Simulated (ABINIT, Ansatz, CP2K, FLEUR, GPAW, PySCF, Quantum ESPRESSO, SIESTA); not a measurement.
## Code comparison for Se (P3_121, 3 atoms in the cell)

Self-consistent single point, at a second geometry (lattice scaled by 0.98). First geometry:

```yaml
crystal:
  lattice:
    - [4.54716, 0.00000, 0.00000]
    - [-2.27358, 3.93796, 0.00000]
    - [0.00000, 0.00000, 5.02560]
  atoms:
    - { symbol: Se, position: [0.21789, 0.00000, 0.33333] }
    - { symbol: Se, position: [0.00000, 0.21789, 0.66667] }
    - { symbol: Se, position: [0.78211, 0.78211, 0.00000] }
```

Shared settings, as Ansatz (a quantum-chemistry and plane-wave program) writes them: kpoints.mp_grid.grid = 7 7 6; scf.occupations.method = fixed. Potentials and cutoffs stand in the table.

| code | model | ΔF from the first geometry (meV/atom) | pressure (GPa) | largest force (eV/Å) | gap on the mesh (eV) | cutoff |
|---|---|---|---|---|---|---|
| Quantum ESPRESSO | PBE, GBRV 1.5 ultrasoft (PBE) pseudopotentials | 17.5 | 3.27 | 0.660 | 1.313 | 40 Ry |
| FLEUR | PBE, all-electron FLAPW (FLEUR), scalar-relativistic valence | 27.1 | – | 0.900 | 1.323 | Kmax 3.8 1/bohr |
| PySCF | PBE, Gaussian basis gth-dzvp-molopt-sr, GTH pseudopotentials gth-pbe, FFT density fitting with multigrid | 25.4 | – | – | 1.306 | grid 50 Ha |
| CP2K | PBE, GPW, DZVP-MOLOPT-SR-GTH basis, GTH-PBE potentials (GTH_POTENTIALS) | 25.3 | 4.10 | 0.875 | 1.306 | grid 400 Ry |
| SIESTA | GGA PBE, numerical atomic orbitals DZP, PseudoDojo PBE standard norm-conserving potentials (rewritten from UPF to PSML) | 73.8 | 9.20 | 2.550 | 1.185 | grid 400 Ry |
| ABINIT | PBE, PAW (JTH v2.0 PBE PAW) | 17.8 | 3.29 | 0.672 | 1.325 | 544 eV |
| Ansatz | PBE, PAW files | 17.4 | 3.27 | 0.649 | 1.319 | default |
| GPAW | PBE, GPAW PAW datasets PBE (gpaw-data 1.0.1) | 18.0 | 3.33 | 0.673 | 1.306 | 600 eV |

A dash marks a value that a program does not give, or that is left out as unsure.

Gaps are read on the mesh.

The spread over the programs that give each value: ΔF from the first geometry within 56.4 meV/atom; pressure within 5.93 GPa; largest force within 1.901 eV/Å; gap on the mesh within 0.140 eV.

PySCF, CP2K and SIESTA use small atom-centred bases, whose incompleteness enters pressures, forces and empty levels differently from a plane-wave cutoff. FLEUR treats all electrons, but the usual bases taken here (sphere radii, linearisation, local orbitals, empty states) were not tested for convergence, so the values are no reference for the others. Ansatz's pressure is given at a fixed set of plane waves, as the other plane-wave codes print theirs. In the pressure, SIESTA (by 5.92) lies more than 1 GPa from the median of the plane-wave programs. In the gap, SIESTA (by 0.131) lies more than 0.12 eV from the median of the plane-wave programs. In the force vectors, FLEUR (by 0.233), CP2K (by 0.209) and SIESTA (by 1.884) lie more than 0.08 eV/Å from the median of the plane-wave programs.

The starting cell comes from a database of computed structures (which also holds hypothetical and non-ambient phases and stackings), without a prior relaxation at this level. Its lattice was rescaled by a random factor within 2.5 % of one. For this run, on top of that: lattice scaled by 0.98.

Keys are those of Ansatz 0.2.
